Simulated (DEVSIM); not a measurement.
Device: abrupt Ge n-p junction, at 250 K.

```
layer (left to right)  material  thickness (μm)  Nd (cm⁻³)  Na (cm⁻³)  τn (s)  τp (s)
---------------------  --------  --------------  ---------  ---------  ------  ------
1                            Ge            1.40     7.6e17          -  1.6e-6  1.6e-6
2                            Ge            2.30          -     2.4e16  1.6e-6  1.6e-6
```

Left contact: ohmic. Right contact: ohmic. Voltage is applied to the left contact. Recombination: SRH at mid-gap. Mobility is constant in doping.

The device is made up for the run: typed textbook-type constants, with dimensions and the other settings drawn at random. Values at 300 K; Nc and Nv go as T^1.5, mobilities as T to minus their exponent, the gap by Varshni's rule with the affinity fixed.

| parameter | Ge |
|---|---|
| gap (eV) | 0.664 |
| affinity (eV) | 4 |
| permittivity | 16 |
| Nc (cm⁻³) | 1.04e19 |
| Nv (cm⁻³) | 6e18 |
| μn (cm²/Vs) | 3900 |
| μp (cm²/Vs) | 1900 |
| T exponent of μn | 1.66 |
| T exponent of μp | 2.33 |
| Varshni α (eV/K) | 0.000477 |
| Varshni β (K) | 235 |

Model (solved in DEVSIM): 1D drift-diffusion, Boltzmann statistics, complete ionisation; no tunnelling, impact ionisation, image-force lowering or self-heating.

The doping Nd of layer 1 was swept, all else fixed.

| doping Nd of layer 1 (cm^-3) | dark forward voltage at 100 A/cm² (V) | largest field in the device at zero bias (V/cm) | potential step across the device at zero bias (V) | dark forward voltage at 1 A/cm² (V) |
|---|---|---|---|---|
| 2.3e16 | 0.369 | 33000 | 0.444 | 0.267 |
| 7.6e16 | 0.377 | 42000 | 0.470 | 0.276 |
| 2.3e17 | 0.380 | 48000 | 0.493 | 0.279 |
| 7.6e17 | 0.381 | 57000 | 0.519 | 0.280 |
| 2.3e18 | 0.381 | (withheld) | 0.543 | 0.281 |

Question: Some entries are withheld; supply them.

Answer: 
- 2.3e18, largest field in the device at zero bias (V/cm): 77000
